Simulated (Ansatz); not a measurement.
By PBEsol, the system below comes out a metal.

The ballistic (Sharvin) conductance counts the channels at the Fermi level: G/A = (e²/h) × channels of both spins per area.

Given:

```
CELL_PARAMETERS angstrom
      2.85070     0.00000     0.00000
      0.00000     2.85070     0.00000
      0.00000     0.00000     3.58161
ATOMIC_POSITIONS crystal
  Cu 0.50000 0.50000 0.50000
  Au 0.00000 0.00000 0.00000
```

The cell is taken as given; by PBEsol it stands under a pressure of -3.9 GPa.

The current flows along the normal of the first two printed cell vectors, the (001) plane of the conventional cell. No spin-orbit coupling; the value is a mean over 0.1 eV about the Fermi level.

Q: Give the ballistic conductance per area that Ansatz (a quantum-chemistry and plane-wave program) with PBEsol yields.

A: 0.86 × 10¹⁵ S/m² for both spins.
